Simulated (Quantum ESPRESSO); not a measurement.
A self-consistent single point of Mg3Sn (Pm-3m, 4 atoms in the cell) with Quantum ESPRESSO.

Level of theory: LDA (PZ), GBRV 1.5 ultrasoft (LDA) pseudopotentials (plane waves; Quantum ESPRESSO 7.5).

```yaml
crystal:
  lattice:
    - [4.44586, 0.00000, 0.00000]
    - [0.00000, 4.44586, 0.00000]
    - [0.00000, 0.00000, 4.44586]
  atoms:
    - { symbol: Mg, position: [0.50000, 0.50000, 0.00000] }
    - { symbol: Mg, position: [0.00000, 0.50000, 0.50000] }
    - { symbol: Mg, position: [0.50000, 0.00000, 0.50000] }
    - { symbol: Sn, position: [0.00000, 0.00000, 0.00000] }
```

Reference input (self-consistent single point, DFT, LDA (PZ), plane waves, GBRV 1.5 ultrasoft (LDA) pseudopotentials): ecutwfc = 40 Ry; ecutrho = 200 Ry; occupations = smearing; smearing = methfessel-paxton; degauss = 0.0147 Ry; potentials = {Mg: mg_lda_v1.4.uspp.F.UPF, Sn: sn_lda_v1.4.uspp.F.UPF}; K_POINTS = automatic 6 6 6 0 0 0; conv_thr = 1e-10 Ry; mixing_beta = 0.5. This run's input differs from it in these lines:

```diff
@@ -13,4 +13,4 @@
    ntyp = 2
-   ecutwfc = 40
-   ecutrho = 200
+   ecutwfc = 70
+   ecutrho = 350
    occupations = 'smearing'
```

Log, with long lists cut:

```
     Self-consistent Calculation

     iteration #  1     ecut=    70.00 Ry     beta= 0.50

---- Real-time Memory Report at c_bands before calling an iterative solver
           275 MiB given to the printing process from OS
            97 MiB allocation reported by mallinfo(arena+hblkhd)
------------------

     total energy              =    -533.97915364 Ry
     estimated scf accuracy    <       1.29730768 Ry

     iteration #  2     ecut=    70.00 Ry     beta= 0.50

---- Real-time Memory Report at c_bands before calling an iterative solver
           340 MiB given to the printing process from OS
   [... lines left out ...]

---- Real-time Memory Report at c_bands before calling an iterative solver
           353 MiB given to the printing process from OS
           135 MiB allocation reported by mallinfo(arena+hblkhd)
------------------

     total energy              =    -534.13626847 Ry
     estimated scf accuracy    <          1.4E-09 Ry

     iteration # 11     ecut=    70.00 Ry     beta= 0.50

---- Real-time Memory Report at c_bands before calling an iterative solver
           353 MiB given to the printing process from OS
           135 MiB allocation reported by mallinfo(arena+hblkhd)
------------------
     End of self-consistent calculation

     the Fermi energy is     7.6737 ev

!    total energy              =    -534.13626847 Ry
     estimated scf accuracy    <          4.7E-12 Ry
     smearing contrib. (-TS)   =      -0.00038005 Ry
     internal energy E=F+TS    =    -534.13588842 Ry

     convergence has been achieved in  11 iterations

     Forces acting on atoms (cartesian axes, Ry/au):

     atom    1 type  1   force =     0.00000000    0.00000000    0.00000000
   [... zero for the other atoms too ...]

     Total force =     0.000000     Total SCF correction =     0.000000

          total   stress  (Ry/bohr**3)                   (kbar)     P=      -18.37
  -0.00012488   0.00000000   0.00000000          -18.37        0.00        0.00
   0.00000000  -0.00012488   0.00000000            0.00      -18.37        0.00
   0.00000000   0.00000000  -0.00012488            0.00        0.00      -18.37

   JOB DONE.
```

The run converged in 11 iterations. Against the reference run the free energy drops by 41.0 meV/atom and the pressure goes from -1.70 to -1.84 GPa.

The starting cell comes from a database of computed structures (which also holds hypothetical and non-ambient phases and stackings), without a prior relaxation at this level.

Cost on one core of a shared machine: roughly 40 s.
